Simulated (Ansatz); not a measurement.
An Ansatz (a program for electronic structure) run: Mo with a change (Mo → W); DFT with PBEsol, PAW potentials and a 420 eV plane-wave cutoff in Ansatz, no SOC.

Input:

Ansatz 0.2 input:
```yaml
crystal:
  lattice:
    - [-1.5771488613, 1.5771488613, 1.5771488613]
    - [1.5771488613, -1.5771488613, 1.5771488613]
    - [1.5771488613, 1.5771488613, -1.5771488613]
  atoms:
    - { symbol: W, position: [0, 0, 0] }
basis: { ecutwfc: 420, ecutrho_ratio: 4, xc_grid: 2, fft_grid_basis: typed }
kpoints: { mp_grid: { grid: [21, 21, 21] } }
hamiltonian:
  xc: pbesol
  dispersion: none
  pseudopotentials: { kind: paw }
scf: { occupations: { method: fermi_dirac, width: 0.05 }, convergence: { dr2_threshold: 0.0000000001 } }
output: { forces: true, stress: true }
checkpoint: { write: state.ck, write_every: 1000 }
```

Output:

```
Pseudopotentials: kind: paw
Pseudopotential: W, paw, valence charge 14
Functional definition: PBEsol
Crystal: 1 atoms, lattice volume = 15.692 Å³
Basis set: ecut = 420 eV, 321 PW (Γ), exchange–correlation on 40×40×40 points (8 copies of the dense FFT grid, shifted against one another)
Bands: 11, of which v1, the nominal top of the filled ones, is band 7 counted from 1 (6 counted from 0)
Symmetry: 48 space group operations
Space group: Im-3m (ITA 229), of the structure as read, at distance tolerance 2.5e-5 Å
k-points: 286 of 9261
PAW frozen core: W, regenerated for the run's functional, and the local potential with it
Initial density: superposition of atomic densities (neutral atoms: chi_scale 0, normalization atom), corrected by the library's trained network
Initial wavefunctions: pseudopotential atomic-orbital guess
Eigensolver: davidson
Functional: x = pbesol(κ = 0.804, μ = 0.12345679012345678), c = pbesol(β = 0.046)
SCF iter   1: F=—  HF=-10256.565351 eV  |F-HF|=—  |Δ(HF+E_count)|=         —  Δρ=2.05e-3  dr2=1.47e-4  ethr=1.77e-3  ⟨swp⟩=5.1  Hψ=16652  notcnv=0
all-band conjugate gradients solve this SCF's bands
preconditioner: auto → none
SCF iter   2: F=—  HF=-10256.565130 eV  |F-HF|=—  |Δ(HF+E_count)|=   2.21e-4  Δρ=1.07e-3  dr2=4.26e-5  ethr=1.05e-6  ⟨swp⟩=2.1  Hψ=7155  notcnv=0
SCF iter   3: F=—  HF=-10256.565168 eV  |F-HF|=—  |Δ(HF+E_count)|=   3.79e-5  Δρ=2.70e-4  dr2=8.11e-6  ethr=3.04e-7  ⟨swp⟩=2.0  Hψ=4691  notcnv=0
SCF iter   4: F=—  HF=-10256.565165 eV  |F-HF|=—  |Δ(HF+E_count)|=   3.41e-6  Δρ=7.94e-5  dr2=7.44e-7  ethr=5.80e-8  ⟨swp⟩=2.8  Hψ=4793  notcnv=0
SCF iter   5: F=—  HF=-10256.565165 eV  |F-HF|=—  |Δ(HF+E_count)|=   5.43e-8  Δρ=3.87e-6  dr2=8.96e-10  ethr=5.31e-9  ⟨swp⟩=2.0  Hψ=4728  notcnv=0
SCF iter   6: F=-10256.565165 eV  HF=-10256.565165 eV  |F-HF|=0.00e0  |Δ(HF+E_count)|=  2.84e-10  Δρ=2.13e-7  dr2=4.89e-12  ethr=1.00e-12  ⟨swp⟩=5.0  Hψ=11148  notcnv=0
SCF 1 converged in 6 iterations: F = -10256.565165 eV  dr2 = 4.89e-12
SCF converged after 6 iterations
Free energy (F): -10256.565165 eV
Harris-Foulkes:  -10256.565165 eV  (|F-HF|=0.00e0)
Internal energy: -10256.559879 eV  (E = F + TS)
E sigma→0 (E₀):  -10256.562522 eV
Entropy (-TS):   -0.005286 eV (-5.286 meV/atom)
Fermi energy:    22.779361 eV
--- Per-component energies (eV) ---
  E_band       = -80.062409
  E_kinetic    = 450.732775
  E_local      = -594.057226  (includes V_loc(G=0)·N_el)
  E_nonlocal   = 3.016834
  E_hartree    = 213.149918
  E_xc         = -265.432620
  E_vxc        = -238.907472  (∫ρ·V_xc dr)
  E_paw        = -8436.076177  (= ΣΔE_a)
  E_vpaw       = -127.147156  (= ΣTr[D̂ρ^β])
  E_aug_tail   = -0.000058  (compensation charges beyond the density's cutoff)
  E_ewald      = -1628.115117
  E_core_change = 0.221792  (= ΣΔE_core)
  E_smearing   = -0.005286  (= −TS)
  E_closure    = 0.000000  (closes the sum)
  Σ components = -10256.565165   (vs F -10256.565165, Δ=0.00e0)
  [band-id]    e_kinetic+e_local+e_nonlocal+2·e_hartree+e_vxc+e_vpaw+e_augmentation_tail = -80.062467   (vs E_band -80.062409, Δ=-5.83e-5)
--- Forces (eV/Å), atoms counted from 1 ---
  atom   1  W      0.00000000    -0.00000000     0.00000000
  max |Σ_I F_I| component: 9.66e-32 eV/Å
--- Stress (GPa, compression-positive) ---
       -0.000991      -0.000000       0.000000
        0.000000      -0.000991      -0.000000
       -0.000000      -0.000000      -0.000991
  P = ⅓ Tr σ = -0.0010 GPa (-0.010 kbar)
  The stress holds the Pulay correction. Without it, at fixed plane waves, as pw.x and ABINIT print it: P = -0.0637 GPa
  The stress includes an estimate of the error left by incomplete SCF convergence (largest component 0.0003 GPa).
--- Band table ---
  band table: none
```

Whether these cells are dynamically stable was not tested. The final runs are not spin-polarised. The cell was made from Mo by this change: Mo → W.
